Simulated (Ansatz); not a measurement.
Base system: SiC in the wurtzite structure (space group P6_3mc, No. 186).

```
SiC
1.0
    3.07548     0.00000     0.00000
   -1.53774     2.66344     0.00000
    0.00000     0.00000     5.04859
Si C
2 2
Direct
  0.66667   0.33333   0.00050
  0.33333   0.66667   0.50050
  0.66667   0.33333   0.62470
  0.33333   0.66667   0.12470
```

Cartesian axes are those of the cell as printed.

Computed with r2SCAN in Ansatz (plane waves to 500 eV, PAW, without spin-orbit coupling), earlier PAW set.

Base values:

Shortest interatomic distance: 1.883 Å

Modification: a free-standing slab of 2 layers (8 atoms, 4 a layer) is cut normal to the y axis, with 15 Å of vacuum and the in-plane cell held at bulk.

Problem. What does the calculation give for the shortest interatomic distance after the change?

Solution. The shortest interatomic distance shrinks by 0.149 Å, from 1.883 Å to 1.734 Å.

Problem. What happens to the change of the spacing d23 from its bulk value of 1.776 Å?

Solution. The change of the spacing d23 from its bulk value of 1.776 Å comes out as +12.0 %.

Problem. Estimate the effect on the gap character.

Solution. The gap character amounts to indirect, Γ–X (33 % along) → X–U (60 % along).

Problem. Estimate the effect on the excess energy per area of both faces.

Solution. The excess energy per area of both faces (slab less bulk energy over the cell's area: twice a surface energy) amounts to 4.87 J/m².

Slab and bulk use different k-meshes, which limits the precision of the excess energy. No phonon test of stability was made. k-point labels follow each cell's own Brillouin zone.

Ansatz is an electronic-structure program.
